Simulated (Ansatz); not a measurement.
**The (322) surface of fcc Au in its 1x1 cell, outermost plane spacing 0.50 Å in the ideal cut**

Level of theory: r2SCAN, at the PBE geometry (plane waves to 500 eV, PAW; Ansatz, a program for electronic structure).

Set-up: 21 atoms, 10.1 Å thick at the start (thin: gaps and levels are the slab's own); mesh 13x3x1; 0.1 eV smearing; dipole correction on; single point; on the structure that PBE left under its start's symmetry; no spin, no spin-orbit, no U.

The surface energy (mean of both faces) comes out as 0.97 J/m². The work function of the top face is 5.15 eV and the cost is around 15 core-minutes (rough).
